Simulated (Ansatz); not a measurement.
Here is the system:

```xyz
2
Lattice="3.0724 0.0000 0.0000 -1.5362 2.6608 0.0000 0.0000 0.0000 2.9910" Properties=species:S:1:pos:R:3 pbc="T T T"
W      0.0000     0.0000     0.0000
C      1.5362     0.8869     1.4955
```

No spin polarisation.

Method: DFT with r2SCAN, PAW potentials and a 500 eV plane-wave cutoff in Ansatz (a program for electronic structure), no SOC, earlier PAW set. Γ-centred 23×23×20 mesh, Fermi–Dirac width 0.1 eV.

Predict the band gap, space group and pressure.

The band gap is zero and the space group is P-6m2 (No. 187). The pressure (mean of the normal stresses, compression positive) is -46.0 GPa.

The cells carry an imposed strain or load. Stability against distortions was not tested. All final runs are without spin polarisation. The cell was made from WC (space group P-6m2, No. 187) by this change: isotropic strain +5.47 %.
